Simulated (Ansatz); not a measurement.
The structure below was relaxed with PBEsol (Ansatz, a quantum-chemistry and plane-wave program, PAW, no SOC), at pressure 7.5 GPa.

```
CELL_PARAMETERS angstrom
      0.00000     2.37109     2.37109
      2.37109     0.00000     2.37109
      2.37109     2.37109     0.00000
ATOMIC_POSITIONS crystal
  Fe 0.75000 0.75000 0.75000
  Fe 0.50000 0.50000 0.50000
```

Q: Find the space group and the Wyckoff positions.

A: Space group Fd-3m, origin choice 1 (No. 227); a = b = c = 4.7422 Å, α = β = γ = 90.00°

```csv
atom,site,symmetry,x,y,z
Fe,8a,-43m,0.0000,0.0000,0.0000
```

Load acts through the strain it causes; cell and atoms are relaxed under it. Whether these cells are dynamically stable was not tested. Competing high-pressure phases were not computed. The final runs are not spin-polarised. The cell was made from Fe in the diamond structure (space group Fd-3m, No. 227; non-magnetic; a hypothetical phase, not in the database extracts checked) by this change: pressure 7.5 GPa.
